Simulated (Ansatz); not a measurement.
Cu: energy against strain

Cu (fcc, Fm-3m, 10.888 Å³/atom and stress up to 0.01 GPa in the relaxed cell) under an equal strain ε in the (111) plane with the normal axis free, as in a coherent film. LDA in Ansatz, a plane-wave DFT program (PAW, default set), 420 eV, 32×32×32 Γ-centred mesh, Fermi-Dirac smearing 0.10 eV. Against the start cell, which lies near the measured one, the relaxed cell differs by -7.4 % in volume; the values below rest on it.

Here s stands for strain and y for E less E0.

| strain (%) | E less E0 (meV/atom) |
|---|---|
| -1.25 | 3.97 |
| -0.83 | 1.71 |
| -0.42 | 0.42 |
| 0.00 | 0.00 |
| 0.42 | 0.44 |
| 0.83 | 1.65 |
| 1.25 | 3.66 |
| 2.50 | ? |

Fit y against s with a parabola, and predict the withheld value at s = 2.50.

Least squares gives y = -0.001 - 0.0883·s + 2.4419·s². Residuals (row less fit): 0.045, -0.045, -0.047, 0.001, 0.047, 0.042, -0.044; standard error 0.055 (degrees of freedom: 4). The quadratic coefficient over the volume, 2.4419 meV × 10⁴ × 0.1602 / 10.888 Å³, is the biaxial elastic modulus of this plane = about 360 GPa. At the withheld row, y = -0.001 - 0.0883 × 2.50 + 2.4419 × 2.50² = 15.040 meV/atom. The calculation gives 13.66 meV/atom, 1.380 meV/atom below the prediction (10.1 % of the range of y in the table). The row lies outside the fitted rows, so this is an extrapolation. From the scatter of the fitted rows alone, a prediction at this place has a standard error of 0.211 meV/atom, so the miss is 6.5 times that.

A polynomial of degree 3 through the 12 other runs of the series gives 13.67 there, so most of the miss is curvature that the fit leaves out. In a metal these values are sensitive to mesh and smearing; energies are taken to zero smearing, stresses follow the free energy. Rows are the converged runs of the series near zero and its far end; series whose fitted rows scatter by over a few per cent of the range, as at a crossing or softening among them, aren't shown in this form, nor equations of state whose B0' disagrees with the runs' pressures. Most that stay on the fit to the last digits aren't either.
